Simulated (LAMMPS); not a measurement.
MD from the melt across the composition of Cu (fcc) with a share x of Cu sites Zr; each row has its own temperature.

Method: classical MD, pair style eam/fs, file CuZr_mm.eam.fs (LAMMPS).

| x | volume | state | enthalpy | self-diffusion coefficient of Cu (not corrected for cell size) | viscosity | T (K) |
|---|---|---|---|---|---|---|
| 0.1 | 14.885 ± 0.007 Å³/atom | liquid | -2.8571 ± 0.0008 eV/atom | (8.2 ± 0.1) × 10^-5 cm²/s | - | 2010 |
| 0.25 | 16.627 ± 0.004 Å³/atom | liquid | -3.3170 ± 0.0004 eV/atom | (8.5 ± 0.1) × 10^-5 cm²/s | - | 2170 |
| 0.36 | 17.435 ± 0.003 Å³/atom | liquid | -3.8137 ± 0.0007 eV/atom | (4.5 ± 0.1) × 10^-5 cm²/s | 3.0 ± 0.5 mPa s | 1820 |
| 0.44 | 18.380 ± 0.003 Å³/atom | liquid | -4.076 ± 0.001 eV/atom | (4.4 ± 0.2) × 10^-5 cm²/s | - | 1820 |
| 0.5 | 19.773 ± 0.002 Å³/atom | liquid | -4.0520 ± 0.0004 eV/atom | (1.01 ± 0.02) × 10^-4 cm²/s | - | 2440 |
| 0.6 | 20.319 ± 0.003 Å³/atom | liquid | -4.572 ± 0.001 eV/atom | (4.3 ± 0.2) × 10^-5 cm²/s | - | 1820 |
| 0.75 | 23.047 ± 0.003 Å³/atom | liquid | -4.7310 ± 0.0002 eV/atom | (1.19 ± 0.02) × 10^-4 cm²/s | - | 2710 |
| 0.9 | 24.922 ± 0.006 Å³/atom | liquid | -5.125 ± 0.001 eV/atom | (1.34 ± 0.04) × 10^-4 cm²/s | 1.6 ± 0.1 mPa s | 2870 |

Caution: a run this short can hold a crystal over, or a liquid under, the potential's own melting point, which these runs don't give.

States go by the mean squared displacement: a species diffuses where it passes 1.5 Å², still rises and gives D over 1e-6 cm²/s; a crystal has left its structure where atoms lie 0.35 Å off their sites on average or a cubic box changes its shape by 3 %, or the axial ratios of another lie 8 % off the starting cell's, which the potential's own relaxation can also do.

Errors of D are the spread over four groups of atoms in one short run; a floor of about 5 %, a picked value, is safer.

Errors shown are sampling errors alone.
